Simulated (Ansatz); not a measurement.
Input and output of a self-consistent single point for NiO₂ (R-3m, 3 atoms in the cell) (Ansatz, a first-principles code).

Computed with PBEsol, PAW files made with PBE (plane waves; Ansatz).

The change in words: lattice scaled by 0.98. Reference geometry:
```xyz
3
Lattice="1.3677 0.7896 4.6842 -1.3677 0.7896 4.6842 0.0000 -1.5793 4.6842" Properties=species:S:1:pos:R:3 pbc="T T T"
Ni     0.0000     0.0000     0.0000
O      0.0000     0.0000    10.2870
O      0.0000     0.0000     3.7656
```

Reference input (self-consistent single point, DFT, PBEsol, plane waves, PAW files made with PBE): basis.ecutwfc = 420 eV; kpoints.mp_grid.grid = 14 14 14; hamiltonian.xc = pbesol; hamiltonian.pseudopotentials = {kind: paw} (an earlier, softer set of the program's PAW files); scf.occupations.method = fixed. This run's input differs from it in these lines:

```diff
@@ -3,5 +3,5 @@
   lattice:
-    - [1.36768300, 0.78963200, 4.68419000]
-    - [-1.36768300, 0.78963200, 4.68419000]
-    - [0.00000000, -1.57926400, 4.68419000]
+    - [1.34032900, 0.77383900, 4.59050600]
+    - [-1.34032900, 0.77383900, 4.59050600]
+    - [0.00000000, -1.54767900, 4.59050600]
   atoms:
```

Output, abridged:

```
SCF iter   1: F=—  HF=-6926.802033 eV  |F-HF|=—  |Δ(HF+E_count)|=         —  Δρ=3.19e-1  dr2=2.42e1  ethr=3.10e-3  ⟨swp⟩=4.6  Hψ=22030  notcnv=0  defer=574
all-band conjugate gradients solve this SCF's bands
preconditioner: auto → none
SCF iter   2: F=—  HF=-6943.558957 eV  |F-HF|=—  |Δ(HF+E_count)|=    1.68e1  Δρ=7.36e-1  dr2=1.04e2  ethr=3.10e-3  ⟨swp⟩=4.1  Hψ=15848  notcnv=0  defer=521  recentre
   [... lines left out ...]
SCF iter   8: F=—  HF=-6923.573178 eV  |F-HF|=—  |Δ(HF+E_count)|=   5.52e-4  Δρ=1.25e-3  dr2=4.46e-4  ethr=1.59e-5  ⟨swp⟩=3.0  Hψ=7907  notcnv=0  defer=576
SCF iter   9: F=—  HF=-6923.573121 eV  |F-HF|=—  |Δ(HF+E_count)|=   5.72e-5  Δρ=5.17e-4  dr2=7.39e-5  ethr=1.49e-6  ⟨swp⟩=1.1  Hψ=5612  notcnv=0  defer=454
SCF iter  10: F=—  HF=-6923.573127 eV  |F-HF|=—  |Δ(HF+E_count)|=   5.97e-6  Δρ=1.05e-4  dr2=2.65e-6  ethr=2.46e-7  ⟨swp⟩=1.4  Hψ=5754  notcnv=0  defer=218
SCF iter  11: F=-6923.573126 eV  HF=-6923.573126 eV  |F-HF|=3.13e-8  |Δ(HF+E_count)|=   5.29e-7  Δρ=1.17e-5  dr2=3.15e-8  ethr=3.33e-10  ⟨swp⟩=6.9  Hψ=31815  notcnv=0
SCF 1 converged in 11 iterations: F = -6923.573126 eV  dr2 = 3.15e-8
Free energy (F): -6923.573126 eV
Internal energy: -6923.573126 eV  (E = F + TS)
E sigma→0 (E₀):  -6923.573126 eV
Fermi energy:    8.678015 eV
--- Forces (eV/Å), atoms counted from 1 ---
  atom   1  Ni    -0.00000000     0.00000000     0.00000000
  atom   2  O      0.00000000    -0.00000007     1.86056069
  atom   3  O      0.00000000     0.00000007    -1.86056069
--- Stress (GPa, compression-positive) ---
       32.812143       0.000000       0.000000
        0.000000      32.812143       0.000000
        0.000000       0.000000      19.699457
  P = ⅓ Tr σ = 28.4412 GPa (284.412 kbar)
  The stress holds the Pulay correction. Without it, at fixed plane waves, as pw.x and ABINIT print it: P = 27.8608 GPa
```

The run converged in 11 iterations. Against the reference run the free energy goes up by 72.5 meV/atom, the pressure goes from 11.49 to 28.44 GPa, the largest force goes from 0.767 to 1.861 eV/Å and the gap on the mesh goes from 1.045 to 1.125 eV.

The starting cell comes from a database of computed structures (which also holds hypothetical and non-ambient phases and stackings), without a prior relaxation at this level. Its lattice was rescaled by a random factor within 2.5 % of one. For this run, on top of that: lattice scaled by 0.98. With a pressure of about 28 GPa the cell is away from its equilibrium volume at this level. Forces in this geometry exceed 1 eV/Å. Ansatz's pressure includes its estimate of the finite-basis (Pulay) stress. Without the estimate this run gives 27.86 GPa.

Keys are those of Ansatz 0.2.
